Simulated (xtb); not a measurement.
xtb 6.7.1, GFN2-xTB: Ti(OiPr)2(OtBu)2 (CC(C)[O][Ti]([O]C(C)C)([O]C(C)(C)C)[O]C(C)(C)C), 51 atoms. The geometry is a generated start, not checked to be a minimum at this level.

```yaml
run_flags: --grad
method: GFN2-xTB
"--acc": 1 (default)
"--etemp (K)": 300 (default)
basis_functions: 114
valence_electrons: 116
```

Charge 0 and multiplicity 1 are set for this test and not shown to be the ground state.

One run each on 1 thread. Values of broydamp tried: 0.02, 0.05, 0.1, 0.2, 0.4 (default), 0.6, 0.8, 1.

Problem. Which value of broydamp needs the fewest SCC iterations, and what happens away from it?

Solution. Fewest SCC iterations, within one of each other: 0.4 (default) with 11, 0.6 with 11, 0.8 with 11, 1 with 12. The count rises to 19 at 0.02. All converge to one solution.

```
broydamp       SCC iterations            end
-------------  --------------  -------------
0.02                       19  same solution
0.05                       16  same solution
0.1                        15  same solution
0.2                        13  same solution
0.4 (default)              11  same solution
0.6                        11  same solution
0.8                        11  same solution
1                          12  same solution
```
